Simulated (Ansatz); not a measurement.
The reference is HfO$_{2}$ (space group P4_2/nmc, No. 137; a = 3.605 Å, c = 5.265 Å).

(Cell as relaxed with PBE.)

Levels (all Ansatz, an electronic-structure program, PAW, earlier PAW set): PBE (420 eV, no spin-orbit coupling); r2SCAN (500 eV, without spin-orbit coupling).

Each level relaxes its own structure.

| base | PBE | r2SCAN |
|---|---|---|
| volume per atom | 11.40 Å³ | 11.10 Å³ |
| lattice parameter a | 3.605 Å | 3.577 Å |
| band gap | 4.67 eV | 5.27 eV |

The change: cell and atoms relaxed at a pressure of 5 GPa.

| quantity | PBE | r2SCAN |
|---|---|---|
| band gap | 4.67 eV | ___ |
| smallest direct gap | 4.74 eV | ___ |
| shift of the gap caused by the change | 0.00 eV | ___ |

**Question.** Predict the r2SCAN column.

**Answer.** 
- band gap, r2SCAN: 5.23 eV
- smallest direct gap, r2SCAN: 5.34 eV
- shift of the gap caused by the change, r2SCAN: -0.03 eV

PBE's band gap lies 0.56 eV below r2SCAN's; PBE's smallest direct gap lies 0.60 eV below r2SCAN's; PBE's shift of the gap caused by the change lies 0.035 eV above r2SCAN's. Neither level is exact; r2SCAN is the comparison here, not a measurement.

Spin-orbit coupling, missing from the scalar runs, can matter with Hf. Load acts through the strain it causes; cell and atoms are relaxed under it. Whether these cells are dynamically stable was not tested. No other phases were tried under pressure. This is not the structure that HfO2 has at room temperature and ambient pressure.
